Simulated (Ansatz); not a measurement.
Ta₂O₅ (Pmmn, No. 59, 14 atoms in the cell; start mp-1539317) was calculated with r²SCAN in Ansatz (PAW).

Settings: plane-wave cutoff 560 eV, 10×4×10 k mesh (along the axes of the cell as run), Fermi–Dirac smearing 0.01 eV, scalar-relativistic PAW data made under PBE.

Cell (relaxed with PBEsol):

```xyz
14
Lattice="3.8382 0.0000 0.0000 0.0000 12.9930 0.0000 0.0000 0.0000 3.8694" Properties=species:S:1:pos:R:3 pbc="T T T"
Ta     0.0000     1.8993     0.0848
Ta     0.0000    11.0938     0.0848
Ta     1.9191     4.5973     3.7845
Ta     1.9191     8.3958     3.7845
O      1.9191     2.4064     0.0078
O      1.9191    10.5866     0.0078
O      0.0000     4.0901     3.8616
O      0.0000     8.9029     3.8616
O      0.0000    11.0530     1.9638
O      0.0000     1.9401     1.9638
O      1.9191     8.4366     1.9056
O      1.9191     4.5564     1.9056
O      1.9191     6.4965     3.8512
O      0.0000     0.0000     0.0181
```

What does this level give for the band gap and smallest direct gap on the k points sampled?


- band gap: 2.79 eV
- smallest direct gap on the k points sampled: 3.42 eV

Note: cell and atoms aren't relaxed at this level (largest force component 0.13 eV/Å).

Spin–orbit coupling is not included.

A start named mp-… is a Materials Project structure, which need not be a measured phase.

Ansatz is a first-principles code.
